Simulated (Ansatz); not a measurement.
Given:

```yaml
crystal:
  lattice:
    - [3.58364, 0.00000, 0.00000]
    - [-1.79182, 3.10352, 0.00000]
    - [0.00000, 0.00000, 4.77321]
  atoms:
    - { symbol: Pt, position: [0.00000, 0.00000, 0.00000] }
    - { symbol: S, position: [0.66667, 0.33333, 0.25348] }
    - { symbol: S, position: [0.33333, 0.66667, 0.74652] }
```

No spin polarisation.

The values are results of PBE-D3(BJ) in Ansatz (plane waves to 420 eV, PAW, no spin-orbit coupling), not measurements. k-mesh 15×15×10 (Γ-centred); smearing 0.05 eV (Fermi–Dirac).

### Question
Estimate the band gap.

### Answer
0.20 eV.

### Question
What valence-band top at Γ (three highest levels, from the VBM) does the calculation give?

### Answer
0.00, -1.50, -1.50 eV.

### Question
What gap character does the calculation give?

### Answer
Indirect, Γ → H–A (53 % along).

With Pt present, leaving out spin-orbit coupling can change the band edges. The cells carry an imposed strain or load. Whether these cells are dynamically stable was not tested. The cell was made from PtS₂ in the CdI2 type structure (space group P-3m1, No. 164; layered, stacked along the Cartesian z axis) by this change: uniaxial strain ε_zz = +2.50 %. A zero or small gap of PtS2 can be the functional's error rather than a property of the material.

Ansatz is a first-principles code.
